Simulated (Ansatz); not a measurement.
Carrier properties of monolayer As

```xyz
4
Lattice="4.7700 0.0000 0.0000 0.0000 3.8254 0.0000 0.0000 0.0000 18.2807" Properties=species:S:1:pos:R:3 pbc="T T T"
As     2.7392     0.0000    10.3323
As     4.4157     1.9127    10.3323
As     2.0307     0.0000     7.9484
As     0.3543     1.9127     7.9484
```

These are PBE, rigid bands (plane waves, PAW, scalar-relativistic; Ansatz, a program for electronic structure) values and carry that method's errors. Condition of this run: uniaxial strain yy +4 %, other axes clamped. How the cell was made: cell and atoms relaxed with PBE, then loaded as said.

The band gap is 0.60 eV, the electron conductivity mass (300 K, dilute) comes out as 0.096 (x), 0.099 (y) mₑ and the effective density of states N_c (300 K) is 2.0e12 cm⁻². The Seebeck coefficient, n-type 1.8e12 cm⁻², 300 K is -179 μV/K.

Rigid bands; masses and Seebeck coefficients take one relaxation time τ for all states and one kind of carrier; polarons and phonon drag are left out. Spin-orbit coupling is left out.
